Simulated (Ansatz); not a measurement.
## fcc Cu (1 1 1) on germanium (1 1 1) (film strained to the substrate, started from cuts of the bulks and a machine-learned relaxation)

A periodic stack without vacuum, fcc Cu (1 1 1) on germanium (1 1 1) (film strained to the substrate, started from cuts of the bulks and a machine-learned relaxation): substrate slab Ge24, film Cu35, surface cells [[-1, 2], [-2, 1]] and [[1, -3], [3, -2]], film strained by +3.9 and +3.9 %, outermost planes Ge/Ge and Cu/Cu as cut, which need not be the usual terminations and can put a slab off its formula.

The start was prepared with a machine-learned potential, and the result is one local minimum, with the in-plane cell held and forces under 0.04 eV/Å; the film can end far from its bulk form.

All values below come from PBE (plane waves to 420 eV, PAW; Ansatz, a quantum-chemistry and plane-wave program). No spin–orbit coupling; the runs are not spin-polarised; PBE gaps are too small against experiment. Its k-point mesh 4×4×1, Fermi–Dirac width 0.05 eV.

```
Item                                                                                        Value
--------------------------------------------------------------------------------  ---------------
interface area                                                                            43.1 Å²
period                                                                                    24.32 Å
gaps between the outermost planes at the two interfaces                           1.91 and 1.88 Å
Cu–Ge contacts across the interfaces within 1.22 times the sum of covalent radii  18, mean 2.49 Å
```

```
Cu35Ge24
1.0
    7.05414    -0.00032     0.07579
    3.52666     6.10891     0.10175
    2.31930    -1.27651    24.33044
Ge Cu
24 35
Direct
  0.88117   0.38469   0.03813
  0.70662   0.12020   0.03852
  0.14243   0.94365   0.03828
  0.86527   0.49617   0.13661
  0.53946   0.15857   0.13688
  0.20121   0.83323   0.13657
  0.18304   0.17140   0.17138
  0.85602   0.83524   0.17155
  0.52014   0.49866   0.17129
  0.13849   0.18877   0.27448
  0.81171   0.84858   0.27435
  0.47136   0.51593   0.27440
  0.46091   0.85601   0.30394
  0.12409   0.52398   0.31089
  0.79087   0.19024   0.31100
  0.41504   0.87306   0.40459
  0.07823   0.54129   0.41382
  0.74306   0.20800   0.41638
  0.72184   0.55897   0.44547
  0.39269   0.20431   0.44578
  0.07618   0.87608   0.44583
  0.58698   0.69110   0.54437
  0.32539   0.12607   0.54458
  0.15001   0.86484   0.54473
  0.36867   0.64725   0.62330
  0.94661   0.80423   0.62354
  0.53132   0.94958   0.62339
  0.06693   0.11198   0.62444
  0.65715   0.23497   0.62449
  0.22637   0.37557   0.62364
  0.79620   0.52540   0.62309
  0.80889   0.29902   0.70850
  0.38157   0.43645   0.70747
  0.95360   0.58053   0.70644
  0.52083   0.72678   0.70715
  0.09855   0.86657   0.70792
  0.67045   0.00788   0.70793
  0.24107   0.14875   0.70791
  0.24986   0.92655   0.79238
  0.82176   0.06884   0.79203
  0.39429   0.21334   0.79137
  0.96637   0.35500   0.79186
  0.53487   0.49914   0.79136
  0.10730   0.63870   0.79108
  0.68044   0.78080   0.79099
  0.68778   0.55823   0.87524
  0.25922   0.70073   0.87529
  0.83538   0.83775   0.87507
  0.40901   0.98717   0.87469
  0.97485   0.12989   0.87734
  0.54869   0.27354   0.87571
  0.12099   0.41244   0.87563
  0.15434   0.18584   0.95972
  0.68052   0.35300   0.96073
  0.27309   0.47509   0.95883
  0.84223   0.61420   0.95911
  0.41487   0.76505   0.95843
  0.98683   0.88257   0.95957
  0.56582   0.04274   0.95902
```
